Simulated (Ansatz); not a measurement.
**One base run on SrMg6Ni (P1, 8 atoms in the cell) and variants with one or two settings moved**

```xyz
8
Lattice="4.9661 0.0000 0.0000 0.0000 3.0176 6.5898 0.0000 -3.0176 6.5898" Properties=species:S:1:pos:R:3 pbc="T T T"
Sr     2.4913     0.0170     9.2106
Mg     2.4746     1.4981     5.8322
Mg     2.4770    -1.4807     5.8458
Mg     0.0012     1.5698     7.5894
Mg     0.0162    -1.6068     7.6213
Mg     0.0080     0.0281     3.8518
Mg     0.0123    -0.0295    11.4333
Ni     2.4516     0.0039     1.3340
```

Base run A: PBEsol, harder PAW files (source: ansatz) made with PBE (Ansatz, a first-principles code), self-consistent single point.

Its settings: basis.ecutwfc = 67.6 Ry; kpoints.mp_grid.grid = 5 4 4; hamiltonian.xc = pbesol; hamiltonian.pseudopotentials = {kind: paw, source: ansatz}; scf.occupations.method = gaussian; scf.occupations.width = 0.02 Ry.

The starting cell comes from a database of computed structures (which also holds hypothetical and non-ambient phases and stackings), without a prior relaxation at this level. Its atoms were displaced at random from the sites of space group no. 38. Spin polarisation is off. Ansatz's pressure includes its estimate of the finite-basis (Pulay) stress. The cutoff lies below the one recommended for these files.

ΔF is the free energy per atom less that of run A. 

Runs D sample the zone with one or two k-points, far too few for so small a cell.

Run A gave: pressure (GPa) -1.03; largest force (eV/Å) 0.146; k-points 42.

Runs:
- B: scf.occupations.width: 0.02 Ry → 0.022 Ry
- C: scf.occupations.width: 0.02 Ry → 0.0367 Ry
- D: kpoints.mp_grid.grid: 5 4 4 → 1 1 1
- E: parallel starting moments (0 0 0 0 0 0 0 0.5 μB); magnetization.spin_polarized: default → true
- F: scf.mixing.preconditioner: default (the program chose Kerker) → kerker
- G: scf.mixing.algorithm: default (the program chose MSR1) → anderson; scf.mixing.beta: default → 0.3
- H: scf.mixing.algorithm: default (the program chose MSR1) → anderson; scf.mixing.ndim: default → 20

**Question.** What does run C change against A?

**Answer.** The free energy drops by 28.2 meV/atom, the pressure goes from -1.03 to -0.93 GPa and the largest force hardly changes (0.146 to 0.145 eV/Å).

| run | ΔF (meV/atom) | pressure (GPa) | largest force (eV/Å) | k-points |
|---|---|---|---|---|
| A | 0.00 | -1.03 | 0.146 | 42 |
| B | -2.7 | -1.02 | 0.146 | 42 |
| C | -28.2 | -0.93 | 0.145 | 42 |
| D | 179.6 | -0.28 | 0.794 | 1 |
| E | 0.00 | -1.03 | 0.146 | 42 |
| F | 0.00 | -1.03 | 0.146 | 42 |
| G | 0.00 | -1.03 | 0.146 | 42 |
| H | 0.00 | -1.03 | 0.146 | 42 |

Keys are those of Ansatz 0.2.
